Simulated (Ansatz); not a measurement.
The starting structures come from a database of crystals and need not be the phases stable at ambient conditions.

By PBEsol, the system below comes out a metal.

Data:

```
CELL_PARAMETERS angstrom
      5.58379     0.00000     0.00000
      0.00000     5.58379     0.00000
      2.79189    -2.79189     3.94834
ATOMIC_POSITIONS crystal
  Cs 0.00000 0.00000 0.00000
```

The cell is taken as given.

The current flows along the normal of the first two printed cell vectors, the (001) plane of the conventional cell. No spin-orbit coupling; the value is a mean over 0.1 eV about the Fermi level.

Compute, with PBEsol (Ansatz, a program for electronic structure), the ballistic conductance per area.

0.23 × 10¹⁵ S/m² for both spins.
